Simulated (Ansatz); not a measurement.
**Hypothetical anatase SrBr2: biaxial strain −3.36 %, plane normal [001], relaxed out of plane**

Take SrBr2 in the anatase structure (space group I4_1/amd, No. 141; a = 6.0426 Å, c = 14.5087 Å; a hypothetical phase, not in the database extracts checked) as the base. Axes: x, y, z lie along a, b, c of the conventional cell.

Now apply this change: biaxial strain −3.36 %, plane normal [001], relaxed out of plane (Cartesian); in-plane vectors clamped, the third vector and the atoms free.

The values are results of Kohn–Sham DFT with the PBE functional, run in Ansatz (a quantum-chemistry and plane-wave program) with PAW and 420 eV plane waves, no spin-orbit coupling, not measurements. Settings: 8×8×8 k-points, 0.05 eV Fermi–Dirac smearing.

```csv
quantity,base,changed,shift
volume per atom,44.15 Å³,43.60 Å³,-0.55 Å³
shortest interatomic distance,5.803 bohr,5.682 bohr,-0.121 bohr
energy relative to the base (free energy F),0 meV/atom,+11 meV/atom,+11 meV/atom
"pressure (mean of the normal stresses, compression positive)",0.00 GPa,0.78 GPa,+0.78 GPa
band gap,4.60 eV,4.72 eV,+0.114 eV
gap character,"indirect, Γ–X (89 % along) → Γ","indirect, Γ–X (89 % along) → Γ",–
width of the top valence band,0.31 eV,0.25 eV,-0.06 eV
electron mass,"0.40 mₑ along c, 0.38 mₑ across (at Γ)","0.38 mₑ out of plane, 0.41 mₑ in plane (at Γ)",–
out-of-plane strain,–,+5.74 %,–
ratio −ε⊥/ε∥,–,1.71,–
```

Final structure (turned so that z lies along the plane normal):

```
CELL_PARAMETERS angstrom
      5.83961     0.00000     0.00000
      0.00000     5.83961     0.00000
      2.91981    -2.91981     7.67108
ATOMIC_POSITIONS crystal
  Sr 0.50000 0.50000 0.00000
  Sr 0.75000 0.75000 0.50000
  Br 0.70326 0.29674 0.59349
  Br 0.95326 0.54674 0.09349
  Br 0.54674 0.95326 0.90651
  Br 0.29674 0.70326 0.40651
```

Cost of the whole job for the changed cell (relaxation, final SCF and bands): about 2.0 core-minutes (a rough figure).

Masses are band curvatures over ±0.01 Å⁻¹ around the edge. Whether these cells are dynamically stable was not tested.
